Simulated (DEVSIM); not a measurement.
Device: illuminated Si n-on-p cell, one wavelength, with a back-surface field, at 300 K.

Layer 1 from the left is Si, thickness (μm) 0.0580, Nd (cm⁻³) 5.4e17, τn (s) 2.4e-7, τp (s) 1.7e-6, absorption coefficient (cm⁻¹) 25000. Layer 2 from the left is Si, thickness (μm) 64.0, Na (cm⁻³) 2.6e15, τn (s) 2.4e-6, τp (s) 2.4e-6, absorption coefficient (cm⁻¹) 25000. Layer 3 from the left is Si, thickness (μm) 0.170, Na (cm⁻³) 7.1e18, τn (s) 2.4e-6, τp (s) 2.4e-6, absorption coefficient (cm⁻¹) 25000.

Left contact: ohmic, minority hole recombination velocity 5e6 cm/s. Right contact: ohmic, minority electron recombination velocity 40000 cm/s. Voltage is applied to the left contact. Recombination: SRH at mid-gap, radiative, Auger. Gap narrowing is on: ΔEg = 6.92 meV × (l + √(l² + 0.5)), l = ln(N/1.3e17 cm⁻³), shared equally by both band edges. Light enters at the left, 3.4e16 photons cm⁻² s⁻¹, one pass, no reflection. Mobility is constant in doping.

The device is made up for the run: typed textbook-type constants, with dimensions and the other settings drawn at random. Values at 300 K.

Si: gap (eV) 1.124, affinity (eV) 4.05, permittivity 11.7, Nc (cm⁻³) 2.86e19, Nv (cm⁻³) 3.1e19, μn (cm²/Vs) 1417, μp (cm²/Vs) 470, B (cm³/s) 4.7e-15, Cn (cm⁶/s) 2.8e-31, Cp (cm⁶/s) 9.9e-32.

DEVSIM, 1D drift-diffusion, Boltzmann statistics, complete ionisation; no tunnelling, impact ionisation, image-force lowering or self-heating.

What does the simulation give for the short-circuit current, the share of generated pairs collected at short circuit, the potential step across the device at zero bias, the dark forward voltage at 1 A/cm²?

short-circuit current 5.17 mA/cm²; share of generated pairs collected at short circuit 0.949; potential step across the device at zero bias 0.945 V; dark forward voltage at 1 A/cm² 0.615 V.
